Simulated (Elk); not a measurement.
Input and output of a self-consistent single point for Ir (Fm-3m, 1 atom in the cell) (Elk).

Method of the run: PBE, all-electron FP-LAPW, Elk's shipped species files, APW+lo basis with extra local orbitals run with Elk.

```
CELL_PARAMETERS angstrom
      0.00000     1.91040     1.91040
      1.91040     0.00000     1.91040
      1.91040     1.91040     0.00000
ATOMIC_POSITIONS crystal
  Ir 0.00000 0.00000 0.00000
```

Reference input (self-consistent single point, DFT, PBE, all-electron FP-LAPW, Elk's shipped species files, APW+lo basis with extra local orbitals): xctype = 20; rgkmax = 8; swidth = 0.00367493 Ha; ngridk = 15 15 15; gmaxvr = 14 1/bohr; nxlo = 2; lorbcnd = true; rmtscf = 0.86; lmaxi = 3; maxscl = 100. This run's input differs from it in these lines:

```diff
@@ -25,3 +25,3 @@
 swidth
-  0.00367493
+  0.0110248
 
@@ -45,3 +45,3 @@
 ngridk
-  15 15 15
+  24 24 24
```

The program printed (abridged):

```
│ Self-consistent loop started │
│ Loop number : 1 │
 total energy                :     -17863.2220614
│ Loop number : 2 │
 total energy                :     -17863.3850322
RMS change in Kohn-Sham potential (target) :   0.1402019800     (  0.1000000000E-05)
Absolute change in total energy (target)   :   0.1629708239     (  0.1000000000E-03)
│ Loop number : 3 │
 total energy                :     -17863.3915151
RMS change in Kohn-Sham potential (target) :   0.1374979584     (  0.1000000000E-05)
Absolute change in total energy (target)   :   0.4722553281E-01 (  0.1000000000E-03)
│ Loop number : 4 │
   [... lines left out ...]
Absolute change in total energy (target)   :   0.1448563136E-02 (  0.1000000000E-03)
│ Loop number : 13 │
 total energy                :     -17858.2632342
RMS change in Kohn-Sham potential (target) :   0.3594363602E-06 (  0.1000000000E-05)
Absolute change in total energy (target)   :   0.3539724858E-03 (  0.1000000000E-03)
│ Loop number : 14 │
 total energy                :     -17858.2632418
RMS change in Kohn-Sham potential (target) :   0.4255189501E-07 (  0.1000000000E-05)
Absolute change in total energy (target)   :   0.8088865798E-04 (  0.1000000000E-03)
Convergence targets achieved

│ Loop number : 15 │

Energies :
 Fermi                       :     0.573083424772
 total energy                :     -17858.2632441

Density of states at Fermi energy :    25.71305510
 (states/Hartree/unit cell)

Estimated indirect band gap :   0.2839034271E-03
 from k-point    326 to k-point    110
Estimated direct band gap   :   0.1004288879E-01
 at k-point    326

Charges :
 core                        :    48.00000000
 valence                     :    29.00000000
 interstitial                :    1.796963388
 muffin-tins (core leakage)
  species :    1 (Ir)
   atom    1                 :    75.20303661     (  0.1783388439E-02)
 total in muffin-tins        :    75.20303661
 total calculated charge     :    76.99423394
 total charge                :    77.00000000
 error                       :   0.5766057352E-02

│ Self-consistent loop stopped │
```

The run converged in 15 iterations. The count includes the last loop, which Elk runs after its targets are met. Against the reference run the free energy drops by 117 meV/atom.

The starting cell has typed, rounded lattice constants, without a prior relaxation at this level. Its lattice was rescaled by up to half a per cent. Spin-orbit coupling is off. Spin polarisation is off. Values depend on the basis (sphere radii, cutoffs, local orbitals), which need not be converged. The log's line on a gap gives a spacing of levels on this mesh, which the program prints for metals too.

Cost on one core of a shared machine: roughly 50 s.
